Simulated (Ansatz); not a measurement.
## BeCo, response to strain

The reference is BeCo in the CsCl type structure (space group Pm-3m, No. 221; a = 2.567 Å; ferromagnetic; relaxed with 0.1 eV smearing). Axes: x, y, z lie along the cube axes.

Strains are applied to the cell and any free atomic positions relax; under biaxial strain the out-of-plane vector relaxes too; under stress the whole cell relaxes.

Method: PBEsol/PAW in Ansatz (a quantum-chemistry and plane-wave program), no spin-orbit coupling.

Candidates:
(a) biaxial strain −0.88 %, plane normal [001], relaxed out of plane
(b) uniaxial stress, 1 GPa tension along x
(c) strain tensor (xx, yy, zz, yz, xz, xy) = (−0.59, −1.08, −1.00, −0.75, −1.10, +1.02) %
(d) isotropic strain +0.67 %

Notes on the quantities. energy relative to the base: free energy F.

Q: Order them by energy relative to the base, highest first.

A: (c) strain tensor (xx, yy, zz, yz, xz, xy) = (−0.59, −1.08, −1.00, −0.75, −1.10, +1.02) % (+9.2 meV/atom), (d) isotropic strain +0.67 % (+2.2 meV/atom), (a) biaxial strain −0.88 %, plane normal [001], relaxed out of plane (+1.5 meV/atom), (b) uniaxial stress, 1 GPa tension along x (+0.1 meV/atom)

Other magnetic orders, which the real material may have, were not ruled out. Beyond what the load breaks, stability against distortions was not tested.
